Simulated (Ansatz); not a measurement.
WO3 (Pbcm, No. 57, 16 atoms in the cell; start mp-2486616; a measured phase of this formula has another space group) was calculated with PBEsol in Ansatz (PAW).

Run with plane-wave cutoff 520 eV, 10×6×6 k mesh (along the axes of the cell as run), Fermi–Dirac smearing 0.01 eV, no spin polarisation, scalar-relativistic PAW data made under PBE.

Cell (relaxed at this level):

```yaml
crystal:
  lattice:
    - [3.88624, 0.00000, 0.00000]
    - [0.00000, 7.65601, 0.00000]
    - [0.00000, 0.00000, 7.47629]
  atoms:
    - { symbol: W, position: [0.94369, 0.97279, 0.75000] }
    - { symbol: W, position: [0.05631, 0.02721, 0.25000] }
    - { symbol: W, position: [0.94369, 0.52721, 0.25000] }
    - { symbol: W, position: [0.05631, 0.47279, 0.75000] }
    - { symbol: O, position: [0.99390, 0.75955, 0.25000] }
    - { symbol: O, position: [0.00610, 0.24045, 0.75000] }
    - { symbol: O, position: [0.99390, 0.74045, 0.75000] }
    - { symbol: O, position: [0.00610, 0.25955, 0.25000] }
    - { symbol: O, position: [0.51089, 0.01170, 0.25000] }
    - { symbol: O, position: [0.48911, 0.98830, 0.75000] }
    - { symbol: O, position: [0.51089, 0.48830, 0.75000] }
    - { symbol: O, position: [0.48911, 0.51170, 0.25000] }
    - { symbol: O, position: [0.00000, 0.00000, 0.50000] }
    - { symbol: O, position: [0.00000, 0.00000, 0.00000] }
    - { symbol: O, position: [0.00000, 0.50000, 0.50000] }
    - { symbol: O, position: [0.00000, 0.50000, 0.00000] }
```

Problem. Predict the band gap and smallest direct gap on the k points sampled.

Solution. 
band gap: 1.19 eV
smallest direct gap on the k points sampled: 1.20 eV

Spin–orbit coupling is not included.

The computed numbers hold no vibrational or temperature effects.

A start named mp-… is a Materials Project structure, which need not be a measured phase.

Ansatz is a first-principles code.
